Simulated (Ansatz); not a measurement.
Base system: HfO2 in the CdI2 type structure (space group P-3m1, No. 164; a = 3.2085 Å, c = 4.5149 Å; a hypothetical phase, not in the database extracts checked; layered, stacked along the Cartesian z axis).

It is then changed as follows: cell and atoms relaxed at a pressure of 9 GPa.

Levels (all Ansatz, an electronic-structure program, PAW): PBEsol-D3(BJ) (420 eV, no SOC); r2SCAN (500 eV, without spin-orbit coupling); HSE06 (420 eV, scalar-relativistic without spin-orbit coupling).

At the geometry relaxed with PBEsol-D3(BJ), these levels gave the following band gaps, in shuffled order: (a) 5.37 eV, (b) 4.26 eV, (c) 3.71 eV.

**Question.** Match each gap to its level.

**Answer.** (a) HSE06; (b) r2SCAN; (c) PBEsol-D3(BJ).

Single points use the geometry relaxed with PBEsol-D3(BJ). The hybrid gap comes from the SCF mesh plus the semilocal run's edge points and a few special points and is an upper bound. Spin-orbit coupling, missing from the scalar runs, can matter with Hf. Load acts through the strain it causes; cell and atoms are relaxed under it. Whether these cells are dynamically stable was not tested. Competing high-pressure phases were not computed.
